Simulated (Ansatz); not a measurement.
The parent structure is V in the diamond structure (space group Fd-3m, No. 227; a = 5.466 Å; ferromagnetic; a hypothetical phase, not in the database extracts checked; relaxed with 0.1 eV smearing). Axes: x, y, z lie along the cube axes.

The values are results of PBE/PAW in Ansatz (a program for electronic structure), spin-orbit coupling left out, not measurements.

Before the change:

```
Property                        Result
-----------------------------  -------
Shortest interatomic distance  2.367 Å
```

One thing is altered: the cell is stretched by 1.91 % along x with no lateral relaxation; the atoms relax in the strained cell.

Q: Estimate the effect on the shortest interatomic distance and stress.

A: The shortest interatomic distance rises by 0.015 Å to 2.382 Å; the stress (xx, yy, zz, yz, xz, xy; compression positive) is (-0.2, -1.5, -1.5, 0.0, 0.0, 0.0) GPa.

The magnetic state is the one reached from the starting moments; the real material's order can differ, and small cells can't hold many antiferromagnetic ones. Whether these cells are dynamically stable was not tested.
